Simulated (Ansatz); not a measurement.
Density of states of BePd (Pm-3m) near the Fermi level, PBEsol, rigid bands run with Ansatz (an electronic-structure program).

```csv
E − E_F (eV),states/eV/cell
-1.95,0.76
-1.85,0.70
-1.75,0.65
-1.65,0.61
-1.55,0.58
-1.45,0.55
-1.35,0.53
-1.25,0.37
-1.15,0.26
-1.05,0.25
-0.95,0.25
-0.85,0.25
-0.75,0.26
-0.65,0.27
-0.55,0.28
-0.45,0.30
-0.35,0.33
-0.25,0.37
-0.15,0.47
-0.05,0.94
0.05,1.00
0.15,0.85
0.25,0.77
0.35,0.73
0.45,0.69
0.55,0.66
0.65,0.64
0.75,0.62
0.85,0.60
0.95,0.58
1.05,0.57
1.15,0.55
1.25,0.54
1.35,0.53
1.45,0.52
1.55,0.50
1.65,0.49
1.75,0.48
1.85,0.47
```

Question: With 2 atoms a cell, what bare Sommerfeld coefficient γ = (π²/3) k_B² N(E_F) follows?

Answer: N(E_F) ≈ 1.07 states/eV a cell at 300 K, so γ ≈ 1.26 mJ/(mol of atoms·K²), before many-body enhancement (phonons, spin fluctuations, correlation).

Question: How far does the Fermi level move in a rigid band for 0.1 electron a cell added or removed?

Answer: 100 meV and -122 meV.

A metal at this level (no band gap); rigid bands, thermally averaged at 300 K, both spins. Spin-orbit coupling is left out. Geometry: cell and atoms relaxed with PBEsol.

Formula and space group known from diffraction (Crystallography Open Database), not checked to be the room-temperature form: BePd (Pm-3m).
